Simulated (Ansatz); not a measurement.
Take PbAu2 in the cubic Laves (MgCu2 type) structure (space group Fd-3m, No. 227) as the base.

```cif
data_Au4Pb2
_chemical_formula_sum 'Pb2 Au4'
_space_group_name_H-M_alt 'P 1'
_space_group_IT_number 1
_cell_length_a 5.62342
_cell_length_b 5.62342
_cell_length_c 5.62342
_cell_angle_alpha 60.000
_cell_angle_beta 60.000
_cell_angle_gamma 60.000
loop_
_space_group_symop_operation_xyz
  'x, y, z'
loop_
_atom_site_label
_atom_site_type_symbol
_atom_site_fract_x
_atom_site_fract_y
_atom_site_fract_z
_atom_site_occupancy
Pb1 Pb 0.25000 0.25000 0.25000 1
Pb2 Pb 0.00000 0.00000 0.00000 1
Au1 Au 0.62500 0.62500 0.12500 1
Au2 Au 0.62500 0.12500 0.62500 1
Au3 Au 0.62500 0.62500 0.62500 1
Au4 Au 0.12500 0.62500 0.62500 1
```

Levels (all Ansatz, a quantum-chemistry and plane-wave program, PAW): PBEsol (420 eV, no spin-orbit coupling); PBEsol+SOC (420 eV, with spin-orbit coupling).

The geometry is relaxed with PBEsol.

```
Quantity          Result
---------------  -------
PBEsol pressure  0.0 GPa
```

**Question.** What does PBEsol+SOC give at this geometry for the pressure?

**Answer.** The pressure goes from zero to -0.9 GPa.

Single points use the geometry relaxed with PBEsol. The spin-orbit shifts are approximate. No phonon test of stability was made.
